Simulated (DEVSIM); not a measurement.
Device: illuminated Si n-on-p cell, one wavelength, with a back-surface field, at 300 K.

Layer 1 from the left is Si, thickness (μm) 0.160, Nd (cm⁻³) 3.2e18, τn (s) 6.7e-6, τp (s) 2.5e-5, absorption coefficient (cm⁻¹) 430. Layer 2 from the left is Si, thickness (μm) 150, Na (cm⁻³) 3.7e16, τn (s) 0.00011, τp (s) 0.00011, absorption coefficient (cm⁻¹) 430. Layer 3 from the left is Si, thickness (μm) 0.790, Na (cm⁻³) 1.7e18, τn (s) 0.00011, τp (s) 0.00011, absorption coefficient (cm⁻¹) 430.

Left contact: ohmic, minority hole recombination velocity 1e6 cm/s. Right contact: ohmic, minority electron recombination velocity 900 cm/s. Voltage is applied to the left contact. Recombination: SRH at mid-gap, radiative, Auger. Light enters at the left, 2.1e17 photons cm⁻² s⁻¹, one pass, no reflection. Mobility is μmin + (μ − μmin)/(1 + (N/Nref)^α).

Constants are typed, rounded textbook-type inputs, not results; the design itself was drawn at random and stands for no fabricated device. Values at 300 K.

Si: gap (eV) 1.124, affinity (eV) 4.05, permittivity 11.7, Nc (cm⁻³) 2.86e19, Nv (cm⁻³) 3.1e19, μn (cm²/Vs) 1417, μp (cm²/Vs) 470, μn,min 52, μp,min 45, Nref,n 9.7e16, Nref,p 2.2e17, αn 0.68, αp 0.72, B (cm³/s) 4.7e-15, Cn (cm⁶/s) 2.8e-31, Cp (cm⁶/s) 9.9e-32.

Model (solved in DEVSIM): 1D drift-diffusion, Boltzmann statistics, complete ionisation; no tunnelling, impact ionisation, image-force lowering or self-heating.

Dark forward current:

```
|V| (V)  |J| (A/cm²)
-------  -----------
0.05       2.415e-11
0.10       1.084e-10
0.15       4.903e-10
0.20        2.593e-9
0.25        1.566e-8
0.30        1.019e-7
0.35        6.871e-7
0.40        4.703e-6
0.45        3.238e-5
0.50       0.0002236
0.55        0.001544
0.60         0.01065
0.65         0.07255
0.70          0.4581
0.75           2.242
0.80           8.065
0.85           25.35
0.90           76.20
0.95           202.9
1.00           431.9
1.05           756.1
1.10            1159
1.15            1627
1.20            2149
```

Problem. Work out the local ideality factor n = ΔV / (kT/q · ln(J2/J1)) between the rows 0.15 and 0.20 V, 0.45 and 0.50 V, 1.15 and 1.20 V.

Solution. kT/q = 25.85 mV. From 0.15 to 0.20 V: ln(2.593e-9/4.903e-10) = 1.666, n = 1.16. From 0.45 to 0.50 V: ln(0.0002236/3.238e-5) = 1.932, n = 1.00, near the 1 of diffusion or emission over a barrier. From 1.15 to 1.20 V: ln(2149/1627) = 0.278, n = 6.95.

Problem. What current could the absorbed light give at most, and what share is collected?

Solution. Σ αd = 6.49, so qΦ(1 − exp(−Σ αd)) = 33.6 mA/cm². The simulated short-circuit current is 33.09 mA/cm², a share of 0.98.

Problem. Estimate the open-circuit voltage by superposition: the voltage at which the dark current equals that short-circuit current.

Solution. Interpolating ln J in the table gives 0.630 V. The simulation gives 0.629 V, the same within the digits that matter. Superposition holds where collection doesn't change with voltage.

Problem. Estimate the fill factor from FF0 = (v − ln(v + 0.72))/(v + 1), v = qVoc/(nkT), with n from the dark curve.

Solution. The rows about Voc, 0.60 and 0.65 V, give n = 1.01, so v = 24.1 and FF0 = 0.832. The simulation gives 0.832, the same within the digits that matter.
